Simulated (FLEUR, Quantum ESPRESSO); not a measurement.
A FLEUR input for a self-consistent single point of YbAl₂ (Fd-3m, 6 atoms in the cell) (DFT, PBEsol, all-electron FLAPW (FLEUR), scalar-relativistic valence):

Input of the input generator:

```
scf YbAl2
&input film=f /
0.0000000000 3.9255310000 3.9255310000
3.9255310000 0.0000000000 3.9255310000
3.9255310000 3.9255310000 -0.0000000000
1.8897261246
1.0 1.0 1.0

6
70 0.2500000000 0.2500000000 0.2500000000
70 0.0000000000 0.0000000000 0.0000000000
13 0.6250000000 0.1250000000 0.6250000000
13 0.6250000000 0.6250000000 0.6250000000
13 0.1250000000 0.6250000000 0.6250000000
13 0.6250000000 0.6250000000 0.1250000000

&comp jspins=1 /
&exco xctyp='PBEs' /
&kpt div1=10 div2=10 div3=10 gamma=t /
&end /
```

```xml
<?xml version="1.0" encoding="UTF-8" standalone="no"?>
<fleurInput fleurInputVersion="0.39">
   <comment>
      scf YbAl2                                                                                           
   </comment>
   <calculationSetup>
      <cutoffs Kmax="4.1" Gmax="14.3" GmaxXC="14.3" numbands="0"/>
      <scfLoop itmax="60" minDistance="0.00001" maxIterBroyd="15" imix="Anderson" alpha="0.05" precondParam="0.0" spinf="2.0"/>
      <coreElectrons ctail="T" frcor="F" kcrel="0" coretail_lmax="0"/>
      <xcFunctional name="PBEs" relativisticCorrections="F"/>
      <magnetism jspins="1"/>
      <soc l_soc="F" theta="0.0" phi="0.0" spav="F"/>
      <expertModes spex="0" secvar="F"/>
      <geometryOptimization l_f="T" forcealpha="1.0" forcemix="BFGS" epsdisp="0.00001" epsforce="0.00001"/>
      <ldaU l_linMix="F" mixParam="0.05" spinf="1.0"/>
   </calculationSetup>
   <cell>
      <bzIntegration valenceElectrons="60.0" mode="hist" fermiSmearingEnergy="0.00183747">
         <kPointListSelection listName="default-1"/>
         <!-- k-points included here -->
         <xi:include xmlns:xi="http://www.w3.org/2001/XInclude" href="kpts.xml"> </xi:include>
      </bzIntegration>
      <!-- symmetry operations included here -->
      <xi:include xmlns:xi="http://www.w3.org/2001/XInclude" href="sym.xml"> </xi:include>
      <bulkLattice scale="1.0">
         <bravaisMatrix>
            <row-1>    0.0000000000000000     7.4181784836271616     7.4181784836271616</row-1>
            <row-2>    7.4181784836271616     0.0000000000000000     7.4181784836271616</row-2>
            <row-3>    7.4181784836271616     7.4181784836271616     0.0000000000000000</row-3>
         </bravaisMatrix>
      </bulkLattice>
   </cell>
   <atomSpecies>
      <species name="Ytterbium (Yb)" element="Yb" atomicNumber="70">
         <mtSphere radius="2.63" gridPoints="925" logIncrement="0.014"/>
         <atomicCutoffs lmax="10" lnonsphr="8"/>
         <electronConfig flipSpins="F">
            <coreConfig>(1s1/2) (2s1/2) (2p1/2) (2p3/2) (3s1/2) (3p1/2) (3p3/2) (4s1/2) (3d3/2) (3d5/2) (4p1/2) (4p3/2) (4d3/2) (4d5/2)</coreConfig>
            <valenceConfig>(5s1/2) (5p1/2) (5p3/2) (6s1/2) (4f5/2) (4f7/2)</valenceConfig>
         </electronConfig>
         <energyParameters s="6" p="6" d="5" f="4"/>
         <lo type="SCLO" l="0" n="5" eDeriv="0"/>
         <lo type="SCLO" l="1" n="5" eDeriv="0"/>
      </species>
      <species name="Aluminum (Al)" element="Al" atomicNumber="13">
         <mtSphere radius="2.40" gridPoints="847" logIncrement="0.014"/>
         <atomicCutoffs lmax="10" lnonsphr="8"/>
         <electronConfig flipSpins="F">
            <coreConfig>(1s1/2) (2s1/2) (2p1/2) (2p3/2)</coreConfig>
            <valenceConfig>(3s1/2) (3p1/2) (3p3/2)</valenceConfig>
            <stateOccupation state="(3p1/2)" spinUp="0.1666666666667" spinDown="0.1666666666667"/>
            <stateOccupation state="(3p3/2)" spinUp="0.3333333333333" spinDown="0.3333333333333"/>
         </electronConfig>
         <energyParameters s="3" p="3" d="3" f="4"/>
      </species>
   </atomSpecies>
   <atomGroups>
      <atomGroup species="Ytterbium (Yb)">
         <relPos label="                   1">1.000/8.000 1.000/8.000 1.000/8.000</relPos>
         <relPos label="                   2">-1.000/8.000 -1.000/8.000 -1.000/8.000</relPos>
         <force calculate="T" relaxXYZ="TTT"/>
      </atomGroup>
      <atomGroup species="Aluminum (Al)">
         <relPos label="                   3">1.000/2.000 .0000000000 1.000/2.000</relPos>
         <relPos label="                   4">1.000/2.000 1.000/2.000 1.000/2.000</relPos>
         <relPos label="                   5">.0000000000 1.000/2.000 1.000/2.000</relPos>
         <relPos label="                   6">1.000/2.000 1.000/2.000 .0000000000</relPos>
         <force calculate="T" relaxXYZ="TTT"/>
      </atomGroup>
   </atomGroups>
   <output dos="F" band="F" slice="F">
      <checks vchk="F" cdinf="F"/>
      <bandDOS minEnergy="-.5*Htr" maxEnergy="0.5*Htr" sigma="0.015" storeEVData="T"/>
      <vacuumDOS vacdos="F" integ="F" star="F" nstars="0" locx1="0.0" locy1="0.0" locx2="0.0" locy2="0.0" nstm="0" tworkf="0.0"/>
      <unfoldingBand unfoldBand="F" supercellX="1" supercellY="1" supercellZ="1"/>
      <plotting iplot="0" polar="F">
         <plot TwoD="T" vec1="  1.0  0.0  0.0" vec2="  0.0  1.0  0.0" vec3="  0.0  0.0  1.0" zero="  0.0  0.0  0.0" file="plot"/>
      </plotting>
      <chargeDensitySlicing numkpt="0" minEigenval="0.0" maxEigenval="0.0" nnne="0" pallst="F"/>
      <specialOutput eonly="F"/>
      <magneticCircularDichroism mcd="F" energyLo="-10.0" energyUp="0.0"/>
   </output>
  <!-- We include the file relax.xml here to enable relaxations (see documentation) -->
  <xi:include xmlns:xi="http://www.w3.org/2001/XInclude" href="relax.xml"> <xi:fallback/> </xi:include>
</fleurInput>
```

**Question.** Give the Quantum ESPRESSO input for the same structure, mesh, smearing and functional.

**Answer.** One input that does it (others would too):

```fortran
&CONTROL
   calculation = 'scf'
   prefix = 'scf'
   outdir = './tmp/'
   pseudo_dir = './'
   verbosity = 'high'
   tprnfor = .true.
   tstress = .true.
/
&SYSTEM
   ibrav = 0
   nat = 6
   ntyp = 2
   ecutwfc = 50
   ecutrho = 400
   occupations = 'smearing'
   smearing = 'fd'
   degauss = 0.0036749
   input_dft = 'pbesol'
/
&ELECTRONS
   conv_thr = 1.0d-9
/
ATOMIC_SPECIES
Yb   173.0540  Yb.GGA-PBE-paw-v1.0.UPF
Al    26.9815  Al.pbe-n-kjpaw_psl.1.0.0.UPF
CELL_PARAMETERS {angstrom}
   0.00000000     3.92553100     3.92553100
   3.92553100     0.00000000     3.92553100
   3.92553100     3.92553100     0.00000000
ATOMIC_POSITIONS {crystal}
Yb    0.25000000    0.25000000    0.25000000
Yb    0.00000000    0.00000000    0.00000000
Al    0.62500000    0.12500000    0.62500000
Al    0.62500000    0.62500000    0.62500000
Al    0.12500000    0.62500000    0.62500000
Al    0.62500000    0.62500000    0.12500000
K_POINTS {automatic}
10 10 10  0 0 0
```

Basis settings and potentials, where a program has them, do not carry over. This input uses DFT, PBEsol, plane waves, SSSP 1.1.2 efficiency (PBE) pseudopotentials.

The starting cell comes from a database of computed structures (which also holds hypothetical and non-ambient phases and stackings), without a prior relaxation at this level. Its lattice was rescaled by a random factor within 2.5 % of one.
